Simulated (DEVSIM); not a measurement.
Device: Pd/SiO2/n-GaAs capacitor, at 300 K.

Layer 1 from the left is SiO2, thickness (nm) 16.0. Layer 2 from the left is GaAs, thickness (nm) 10000, Nd (cm⁻³) 4.1e14.

Metal gate on the left, work function 5.2 eV. Fixed charge at the semiconductor interface 0 cm⁻² (in units of +e); no interface traps.

Constants are typed, rounded textbook-type inputs, not results; the design itself was drawn at random and stands for no fabricated device. Values at 300 K.

SiO2: gap (eV) 9, affinity (eV) 0.9, permittivity 3.9. GaAs: gap (eV) 1.424, affinity (eV) 4.07, permittivity 12.9, Nc (cm⁻³) 4.7e17, Nv (cm⁻³) 9e18.

DEVSIM, 1D Poisson equation in equilibrium, Boltzmann statistics, complete ionisation; no quantum confinement or tunnelling. Metal contacts follow the ideal Schottky-Mott rule: no Fermi-level pinning, no interface dipoles.

### Question
What does the simulation give for the minimum of the low-frequency capacitance, the flat-band voltage, the threshold voltage (band bending 2φF)?

### Answer
minimum of the low-frequency capacitance 0.00657 μF/cm²; flat-band voltage 0.95 V; threshold voltage (band bending 2φF) -0.09 V.
